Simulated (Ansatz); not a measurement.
Input and output of a self-consistent single point for LaTl₃ (Pm-3m, 4 atoms in the cell) (Ansatz, a program for electronic structure)

Method: LDA (PW92), default PAW files made with PBE (plane waves; Ansatz).

The input file:

Ansatz 0.2 input:
```yaml
crystal:
  lattice:
    - [4.83763000, 0.00000000, 0.00000000]
    - [0.00000000, 4.83763000, 0.00000000]
    - [0.00000000, 0.00000000, 4.83763000]
  atoms:
    - { symbol: La, position: [0.00000000, 0.00000000, 0.00000000] }
    - { symbol: Tl, position: [0.00000000, 0.50000000, 0.50000000] }
    - { symbol: Tl, position: [0.50000000, 0.00000000, 0.50000000] }
    - { symbol: Tl, position: [0.50000000, 0.50000000, 0.00000000] }
basis:
  ecutwfc: 420.0
kpoints:
  mp_grid: { grid: [7, 7, 7] }
hamiltonian:
  xc: lda
  pseudopotentials: { kind: paw }
scf:
  occupations: { method: fermi_dirac, width: 0.1 }
output:
  forces: true
  eigenvalues: true
  stress: true
```

Output (repeated stretches shortened):

```
WARN ansatz: RAYON_NUM_THREADS=1 ignored (pool sized by the plan → 1); use --threads N
Pseudopotentials: kind: paw
Pseudopotential: La, paw, valence charge 11
Pseudopotential: Tl, paw, valence charge 13
Crystal: 4 atoms, lattice volume = 113.213 Å³
Basis set: ecut = 420 eV, 2205 PW (Γ)
Bands: 30, of which v1, the nominal top of the filled ones, is band 25 counted from 1 (24 counted from 0)
Symmetry: 48 space group operations
Space group: Pm-3m (ITA 221), of the structure as read, at distance tolerance 4.8e-5 Å
k-points: 20 of 343
PAW frozen core: La, regenerated for the run's functional, and the local potential with it
PAW frozen core: Tl, regenerated for the run's functional, and the local potential with it
Initial density: superposition of atomic densities (neutral atoms: chi_scale 0, normalization atom), corrected by the library's trained network
Initial wavefunctions: pseudopotential atomic-orbital guess
Eigensolver: davidson
Functional: x = slater, c = lda
SCF iter   1: F=—  HF=-39517.626992 eV  |F-HF|=—  |Δ(HF+E_count)|=         —  Δρ=5.31e-3  dr2=2.51e-2  ethr=1.77e-3  ⟨swp⟩=5.0  Hψ=2415  notcnv=0
all-band conjugate gradients solve this SCF's bands
preconditioner: auto → Kerker (q_TF=auto, 2.381 Å⁻¹)
SCF iter   2: F=—  HF=-39517.618767 eV  |F-HF|=—  |Δ(HF+E_count)|=   8.22e-3  Δρ=2.25e-3  dr2=3.92e-3  ethr=5.03e-5  ⟨swp⟩=2.5  Hψ=1373  notcnv=0
SCF iter   3: F=—  HF=-39517.617576 eV  |F-HF|=—  |Δ(HF+E_count)|=   1.19e-3  Δρ=3.94e-4  dr2=1.43e-4  ethr=7.84e-6  ⟨swp⟩=2.0  Hψ=1108  notcnv=0
SCF iter   4: F=—  HF=-39517.617562 eV  |F-HF|=—  |Δ(HF+E_count)|=   1.37e-5  Δρ=7.70e-5  dr2=1.23e-5  ethr=2.85e-7  ⟨swp⟩=2.2  Hψ=956  notcnv=0
SCF iter   5: F=—  HF=-39517.617558 eV  |F-HF|=—  |Δ(HF+E_count)|=   3.88e-6  Δρ=1.87e-5  dr2=9.62e-7  ethr=2.45e-8  ⟨swp⟩=2.1  Hψ=948  notcnv=0
SCF iter   6: F=-39517.617558 eV  HF=-39517.617558 eV  |F-HF|=4.23e-8  |Δ(HF+E_count)|=   1.51e-7  Δρ=6.95e-6  dr2=7.82e-8  ethr=2.00e-10  ⟨swp⟩=6.4  Hψ=2757  notcnv=0
SCF 1 converged in 6 iterations: F = -39517.617558 eV  dr2 = 7.82e-8
SCF converged after 6 iterations
Free energy (F): -39517.617558 eV
Harris-Foulkes:  -39517.617558 eV  (|F-HF|=4.23e-8)
Internal energy: -39517.536273 eV  (E = F + TS)
E sigma→0 (E₀):  -39517.576915 eV
Entropy (-TS):   -0.081285 eV (-20.321 meV/atom)
Fermi energy:    11.301975 eV
--- Per-component energies (eV) ---
  E_band       = 17.744749
  E_kinetic    = 1195.556320
  E_local      = -2881.879571  (includes V_loc(G=0)·N_el)
  E_nonlocal   = 1061.960381
  E_hartree    = 1057.940109
  E_xc         = -824.795336
  E_vxc        = -576.661124  (∫ρ·V_xc dr)
  E_paw        = -34851.380624  (= ΣΔE_a)
  E_vpaw       = -897.120732  (= ΣTr[D̂ρ^β])
  E_aug_tail   = 0.000097  (compensation charges beyond the density's cutoff)
  E_ewald      = -4274.835683
  E_core_change = -0.101966  (= ΣΔE_core)
  E_smearing   = -0.081285  (= −TS)
  E_closure    = 0.000000  (closes the sum)
  Σ components = -39517.617558   (vs F -39517.617558, Δ=0.00e0)
--- Forces (eV/Å), atoms counted from 1 ---
  atom   1  La    -0.00000000     0.00000000     0.00000000
   [... zero for the other atoms too ...]
  max |Σ_I F_I| component: 1.21e-28 eV/Å
--- Stress (GPa, compression-positive) ---
       -3.150526      -0.000000       0.000000
        0.000000      -3.150526       0.000000
        0.000000       0.000000      -3.150526
  P = ⅓ Tr σ = -3.1505 GPa (-31.505 kbar)
  The stress holds the Pulay correction. Without it, at fixed plane waves, as pw.x and ABINIT print it: P = -3.1815 GPa
--- Band table (eV; the first three rows and the last of 20) ---
  k-point 0: bands = ["-21.5449", "-5.2062", "-5.2062", "-5.2062", "-0.4160", "-0.4160", "-0.4160", "-0.4097", "-0.2259", "-0.2259", "0.0173", "0.0173", "0.0173", "0.2115", "0.2115", "0.3855", "0.4586", "0.4586", "0.4586", "1.9476", "7.1233", [...]
  k-point 1: bands = ["-21.5442", "-5.2375", "-5.2104", "-5.2104", "-0.4058", "-0.3775", "-0.3769", "-0.3769", "-0.2084", "-0.1954", "0.0068", "0.0310", "0.0310", "0.1909", "0.2121", "0.3638", "0.4111", "0.4111", "0.4586", "2.1158", "6.6027", [...]
  k-point 2: bands = ["-21.5426", "-5.3061", "-5.2196", "-5.2196", "-0.3808", "-0.2925", "-0.2670", "-0.2670", "-0.1682", "-0.1147", "-0.0189", "0.0607", "0.0607", "0.1285", "0.2114", "0.2843", "0.2843", "0.3053", "0.4587", "2.5993", "5.5440", [...]
  k-point 19: bands = ["-21.5366", "-5.2860", "-5.2775", "-5.2775", "-0.2867", "-0.2590", "-0.2590", "-0.2526", "-0.1472", "-0.1472", "-0.1215", "0.0706", "0.0877", "0.0877", "0.0981", "0.0981", "0.3676", "0.3676", "0.3982", "5.0696", "5.4509", [...]
```

The run converged in 6 iterations.

The starting cell comes from a database of computed structures (which also holds hypothetical and non-ambient phases and stackings), without a prior relaxation at this level. Its lattice was rescaled by up to half a per cent. Spin-orbit coupling is off. With a pressure of about -3 GPa the cell is away from its equilibrium volume at this level. Ansatz's pressure includes its estimate of the finite-basis (Pulay) stress.
